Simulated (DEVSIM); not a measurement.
Device: Cr/La2O3/p-InP capacitor, at 250 K.

```csv
layer (left to right),material,thickness (nm),Na (cm⁻³)
1,La2O3,1.50,-
2,InP,1500,1.7e17
```

Metal gate on the left, work function 4.5 eV. Fixed charge at the semiconductor interface 7.3e11 cm⁻² (in units of +e); no interface traps.

This is a model device: material constants are rounded textbook-type values typed into the input, and sizes, dopings and lifetimes were drawn at random. Values at 300 K; Nc and Nv go as T^1.5, mobilities as T to minus their exponent, the gap by Varshni's rule with the affinity fixed.

```
parameter         La2O3       InP
----------------  -----  --------
gap (eV)            5.8     1.344
affinity (eV)       1.8      4.38
permittivity         27      12.5
Nc (cm⁻³)             -    5.7e17
Nv (cm⁻³)             -    1.1e19
Varshni α (eV/K)      -  0.000363
Varshni β (K)         -       162
```

DEVSIM, 1D Poisson equation in equilibrium, Boltzmann statistics, complete ionisation; no quantum confinement or tunnelling. Metal contacts follow the ideal Schottky-Mott rule: no Fermi-level pinning, no interface dipoles.

Question: Tabulate band edges, carrier densities and field at -0.4 V on the gate.

Answer: Energies count from the Fermi level of the right contact; mesh points crowd at the junctions.

| x (μm) | Ec (eV) | Ev (eV) | n (cm⁻³) | p (cm⁻³) | field (V/cm) |
|---|---|---|---|---|---|
| 0.000 | 3.100 | -2.700 | < 1e2 | < 1e2 | 39000 |
| 0.0006338 | 3.103 | -2.697 | < 1e2 | < 1e2 | 39000 |
| 0.001152 | 3.104 | -2.696 | < 1e2 | < 1e2 | 39000 |
| 0.001861 | 0.533 | -0.827 | 7900000 | 180 | 190000 |
| 0.003888 | 0.570 | -0.789 | 1400000 | 1000 | 180000 |
| 0.007092 | 0.628 | -0.732 | 95000 | 15000 | 180000 |
| 0.01319 | 0.730 | -0.629 | 820 | 1700000 | 160000 |
| 0.03029 | 0.969 | -0.391 | < 1e2 | 1.1e11 | 120000 |
| 0.05731 | 1.199 | -0.160 | < 1e2 | 4.9e15 | 52000 |
| 0.1087 | 1.275 | -0.085 | < 1e2 | 1.7e17 | 610 |
| 0.1997 | 1.276 | -0.084 | < 1e2 | 1.7e17 | ≈ 0 |
| 0.4649 | 1.276 | -0.084 | < 1e2 | 1.7e17 | ≈ 0 |
| 0.8466 | 1.276 | -0.084 | < 1e2 | 1.7e17 | ≈ 0 |
| 1.158 | 1.276 | -0.084 | < 1e2 | 1.7e17 | ≈ 0 |
| 1.355 | 1.276 | -0.084 | < 1e2 | 1.7e17 | ≈ 0 |
| 1.425 | 1.276 | -0.084 | < 1e2 | 1.7e17 | ≈ 0 |
| 1.462 | 1.276 | -0.084 | < 1e2 | 1.7e17 | ≈ 0 |
| 1.480 | 1.276 | -0.084 | < 1e2 | 1.7e17 | ≈ 0 |
| 1.493 | 1.276 | -0.084 | < 1e2 | 1.7e17 | ≈ 0 |
| 1.498 | 1.276 | -0.084 | < 1e2 | 1.7e17 | ≈ 0 |
| 1.500 | 1.276 | -0.084 | < 1e2 | 1.7e17 | ≈ 0 |
| 1.502 | 1.276 | -0.084 | < 1e2 | 1.7e17 | ≈ 0 |
